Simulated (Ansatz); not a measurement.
The (21-30) face of hcp Ru can be cut between different planes. Symmetric, stoichiometric slabs relaxed in the 1x1 cell (30.9 Å²): top plane Ru, 0.30 Å over the next in the ideal cut; top plane Ru, 0.59 Å over the next in the ideal cut.

Method: PBE (plane waves to 420 eV, PAW; Ansatz, a first-principles code).

Task: Order them by surface energy (lowest first) at the level PBE.

Result: the cut with an outer spacing of 0.30 Å (3.35 J/m²), the cut with an outer spacing of 0.59 Å (3.39 J/m²)
